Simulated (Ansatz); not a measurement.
## A computed series for Te: response to strain

The reference is Te (space group P3_121, No. 152; a = 4.521 Å, c = 5.954 Å; made of chains). Axes: x lies along a and z along c of the hexagonal cell.

Strains are applied to the cell and any free atomic positions relax; under stress the whole cell relaxes.

Method: PBE (Ansatz, a first-principles code), spin-orbit coupling left out.

Notes on the quantities. energy relative to the base: free energy F.

| variant | energy relative to the base | shortest interatomic distance |
|---|---|---|
| base | 0 meV/atom | 2.889 Å |
| isotropic strain −2.78 % | +21 meV/atom | 2.905 Å |
| uniaxial stress, 2 GPa tension along z | +9.1 meV/atom | 2.909 Å |
| uniaxial stress, 2 GPa compression along z | +17 meV/atom | 2.869 Å |

A case with no gap was solved on a k-mesh chosen for an insulator, which is coarse for it. Stability under load was not tested beyond the relaxation. No dispersion term is included, though the crystal is made of layers, chains or molecules, so its spacings can come out too wide.
